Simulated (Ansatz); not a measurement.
MgO (Immm), r2SCAN, rigid bands in Ansatz (a quantum-chemistry and plane-wave program): Condition of this run: uniaxial stress along [110] of -2 GPa (compression positive) (the target of the relaxation). band gap 5.61 eV, N_c = 5.61e18 cm⁻³ and N_v = 1.35e20 cm⁻³ at 300 K, conductivity masses along z (a = (0.01, 2.11, 2.10) Å; b = (2.11, 0.01, 2.10) Å; c = (2.12, 2.12, 0.00) Å) of 0.375 mₑ (electrons) and 2.29 mₑ (holes). Take k_BT = 0.02585 eV.

Question: A film of it is 5 nm thick, with its normal along the direction named. Estimate the confinement energies in an infinite well.

Answer: ħ²π²/(2m t²) = 0.376 eV·nm²/(m/mₑ × t²) gives 40.1 meV for electrons and 6.57 meV for holes, so the gap would widen to about 5.66 eV. Finite barriers and nonparabolic bands lower this, and with several valleys or bands the heaviest mass along the normal sets the lowest level, not this average.

Question: Find the intrinsic carrier density and the intrinsic Fermi level.

Answer: n_i = √(N_c N_v) exp(−E_g/2k_BT) = 2.75e19 × exp(−108.50) = 2.1e-28 cm⁻³. The level lies (k_BT/2) ln(N_v/N_c) = 41 meV from mid-gap (positive towards the conduction band). Each 0.1 eV added to the gap lowers n_i by a factor of 6.9.

Question: What thermal injection velocity √(2k_BT/πm) limits a ballistic channel along the direction named?

Answer: 8.79e6 cm/s for electrons and 3.56e6 cm/s for holes, a ratio of √(m_h/m_e) = 2.47, for dilute carriers.

Rigid, parabolic bands with the computed gap; masses take one relaxation time for all states. Spin-orbit coupling is left out.
